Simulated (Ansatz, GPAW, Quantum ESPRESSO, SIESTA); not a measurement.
# One structure in several programs: TiAl3 (P1, 4 atoms in the cell)

Self-consistent single point, at a second geometry (atoms moved at random). First geometry:

```yaml
crystal:
  lattice:
    - [2.83968, 0.00000, 0.00000]
    - [0.00000, 4.68126, 0.00000]
    - [0.00000, 0.00000, 4.90074]
  atoms:
    - { symbol: Ti, position: [0.00000, 0.50000, 0.16592] }
    - { symbol: Al, position: [0.50000, 0.50000, 0.66727] }
    - { symbol: Al, position: [0.50000, 0.00000, 0.33091] }
    - { symbol: Al, position: [0.00000, 0.00000, 0.83590] }
```

Second geometry:
```
CELL_PARAMETERS angstrom
      2.83968     0.00000     0.00000
      0.00000     4.68126     0.00000
      0.00000     0.00000     4.90074
ATOMIC_POSITIONS crystal
  Ti 0.99883 0.50825 0.17831
  Al 0.48092 0.50096 0.66619
  Al 0.49171 0.98980 0.32230
  Al 0.02853 0.00099 0.83320
```

Shared settings, as Ansatz (an electronic-structure program) writes them: kpoints.mp_grid.grid = 12 7 7; scf.occupations.method = fermi_dirac; scf.occupations.width = 0.1 eV. Potentials and cutoffs stand in the table.

```json
[
 {"code": "Ansatz", "model": "LDA (PW92), PAW files made with PBE", "ΔF from the first geometry (meV/atom)": "15.1", "pressure (GPa)": "-4.62", "largest force (eV/Å)": "0.741", "cutoff": "default"},
 {"code": "Quantum ESPRESSO", "model": "LDA (PZ), GBRV 1.5 ultrasoft (LDA) pseudopotentials", "ΔF from the first geometry (meV/atom)": "15.1", "pressure (GPa)": "-4.63", "largest force (eV/Å)": "0.747", "cutoff": "50 Ry"},
 {"code": "SIESTA", "model": "LDA PW92, numerical atomic orbitals DZP, PseudoDojo LDA standard norm-conserving potentials (rewritten from UPF to PSML)", "ΔF from the first geometry (meV/atom)": "14.7", "pressure (GPa)": "-5.40", "largest force (eV/Å)": "0.725", "cutoff": "grid 350 Ry"},
 {"code": "GPAW", "model": "LDA (Perdew-Wang 92), GPAW PAW datasets LDA (gpaw-data 1.0.1)", "ΔF from the first geometry (meV/atom)": "15.2", "pressure (GPa)": "-4.35", "largest force (eV/Å)": "0.747", "cutoff": "850 eV"}
]
```

Size of the force on each atom (eV/Å): Sizes of forces hide their directions.

```csv
code,Ti1,Al2,Al3,Al4
Ansatz,0.741,0.381,0.545,0.220
Quantum ESPRESSO,0.747,0.383,0.548,0.216
SIESTA,0.725,0.376,0.536,0.220
GPAW,0.747,0.384,0.553,0.219
```

On Ansatz's run: spin polarisation is off.

The spread over the programs that give each value: ΔF from the first geometry within 0.5 meV/atom; pressure within 1.05 GPa; largest force within 0.022 eV/Å.

SIESTA uses small atom-centred bases, whose incompleteness enters pressures, forces and empty levels differently from a plane-wave cutoff. Ansatz's pressure is given at a fixed set of plane waves, as the other plane-wave codes print theirs. The same LDA comes in different parametrisations, which differ slightly.

The starting cell comes from a database of computed structures (which also holds hypothetical and non-ambient phases and stackings), without a prior relaxation at this level. For this run, on top of that: atoms moved at random.

Keys are those of Ansatz 0.2.
